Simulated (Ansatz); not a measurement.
Consider InAs in the zinc blende structure (space group F-43m, No. 216).

```
InAs
1.0
    0.00000     3.05478     3.05478
    3.05478     0.00000     3.05478
    3.05478     3.05478     0.00000
In As
1 1
Direct
  0.00000   0.00000   0.00000
  0.25000   0.25000   0.25000
```

Cartesian axes are those of the cell as printed.

Level of theory: Kohn–Sham DFT with the r2SCAN functional, run in Ansatz (a quantum-chemistry and plane-wave program) with PAW and 500 eV plane waves, scalar-relativistic without spin-orbit coupling.

Strains are applied to the cell and any free atomic positions relax; under biaxial strain the out-of-plane vector relaxes too.

One change was made to it. Results:

The energy grows by 5.3 meV/atom; the pressure (mean of the normal stresses, compression positive) goes from zero to -0.97 GPa.

Name the change that was made.
A) biaxial strain +0.50 %, plane normal [001], relaxed out of plane
B) biaxial strain +1.00 %, plane normal [001], relaxed out of plane
C) biaxial strain +2.00 %, plane normal [001], relaxed out of plane

C, biaxial strain +2.00 %, plane normal [001], relaxed out of plane. For comparison, the energy relative to the base in the other runs: biaxial strain +1.00 %, plane normal [001], relaxed out of plane gives +1.4 meV/atom; biaxial strain +0.50 %, plane normal [001], relaxed out of plane gives +0.3 meV/atom.

No phonon test of stability was made. The final runs are not spin-polarised. Gaps under 0.05 eV, about the width of the smearing, are given as zero.
